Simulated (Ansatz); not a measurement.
Base system: TiO$_{2}$ in the anatase structure (space group I4_1/amd, No. 141).

```
CELL_PARAMETERS angstrom
     -1.89941     1.89941     4.85035
      1.89941    -1.89941     4.85035
      1.89941     1.89941    -4.85035
ATOMIC_POSITIONS crystal
  Ti 0.75000 0.25000 0.50000
  Ti 0.00000 0.00000 0.00000
  O  0.54355 0.04355 0.50000
  O  0.79355 0.79355 0.00000
  O  0.20645 0.20645 0.00000
  O  0.95645 0.45645 0.50000
```

Cartesian axes are those of the cell as printed.

Level of theory: Kohn–Sham DFT with the PBE functional, run in Ansatz (a program for electronic structure) with PAW and 420 eV plane waves, scalar-relativistic without spin-orbit coupling.

One thing is altered: the cell is compressed by 1.20 % along z with no lateral relaxation, atoms relaxed at fixed cell.

**Question.** Estimate the effect on the stress.

**Answer.** The stress (xx, yy, zz, yz, xz, xy; compression positive) comes out as (1.72, 1.72, 2.34, 0.00, 0.00, 0.00) GPa.

**Question.** How does this affect the largest internal atomic displacement?

**Answer.** The largest internal atomic displacement is 0.014 Å.

**Question.** Estimate the effect on the energy relative to the base.

**Answer.** The energy increases by 1.0 meV/atom.

The cells carry an imposed strain or load. No phonon test of stability was made. All final runs are without spin polarisation.
